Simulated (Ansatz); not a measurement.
InS (Pnnm, No. 58, 8 atoms in the cell; start mp-630528) was calculated with LDA (Ansatz, a first-principles code, PAW).

Numerical settings: plane-wave cutoff 520 eV, 12×4×8 k mesh (along the axes of the cell as run), Fermi–Dirac smearing 0.01 eV, scalar-relativistic PAW data made under PBE.

Cell (relaxed at this level):

```xyz
8
Lattice="3.9172 0.0000 -0.0767 0.0000 10.6038 0.0000 -3.8336 0.0000 4.3442" Properties=species:S:1:pos:R:3 pbc="T T T"
In     0.0096     1.2757     0.4943
In     0.0741     9.3281     3.7733
In     1.9909     6.5776     1.6011
In    -1.9072     4.0262     2.6664
S     -3.8331     6.8841     4.3639
S      3.9167     3.7197    -0.0963
S      1.9999     1.5822     2.0758
S     -1.9163     9.0216     2.1917
```

Question: Predict the band gap, smallest direct gap on the k points sampled and direct gap at Γ.

Answer: 
* **band gap**: 0.66 eV
* **smallest direct gap on the k points sampled**: 1.38 eV
* **direct gap at Γ**: 1.97 eV

Spin–orbit coupling is not included.

A start named mp-… is a Materials Project structure, which need not be a measured phase.
